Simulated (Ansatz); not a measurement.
Consider PbSe in the rock salt structure (space group Fm-3m, No. 225; a = 6.041 Å). Axes: x, y, z lie along the cube axes.

All numbers come from Ansatz (an electronic-structure program) LDA, scalar-relativistic without spin-orbit coupling.

Strains are applied to the cell and any free atomic positions relax; under biaxial strain the out-of-plane vector relaxes too.

One change was made to it. Results:

The volume per atom increases by 0.48 Å³, from 27.55 Å³ to 28.03 Å³; the energy increases by 5.4 meV/atom; the pressure (mean of the normal stresses, compression positive) goes from zero to -1.0 GPa.

Task: Which of these changes matches the shifts?
(A) biaxial strain +2.50 %, plane normal [111], relaxed out of plane
(B) biaxial strain −0.83 %, plane normal [111], relaxed out of plane
(C) biaxial strain +1.67 %, plane normal [111], relaxed out of plane
(D) biaxial strain +2.08 %, plane normal [111], relaxed out of plane
(E) biaxial strain +0.83 %, plane normal [111], relaxed out of plane

Result: D, biaxial strain +2.08 %, plane normal [111], relaxed out of plane. For comparison, the energy relative to the base in the other runs: biaxial strain +0.83 %, plane normal [111], relaxed out of plane gives +0.9 meV/atom; biaxial strain +2.50 %, plane normal [111], relaxed out of plane gives +7.8 meV/atom; biaxial strain −0.83 %, plane normal [111], relaxed out of plane gives +0.9 meV/atom; biaxial strain +1.67 %, plane normal [111], relaxed out of plane gives +3.5 meV/atom.

The mesh was chosen for an insulator and is coarse for the gapless case. No phonon test of stability was made. The final runs are not spin-polarised. Gaps under 0.05 eV, about the width of the smearing, are given as zero.
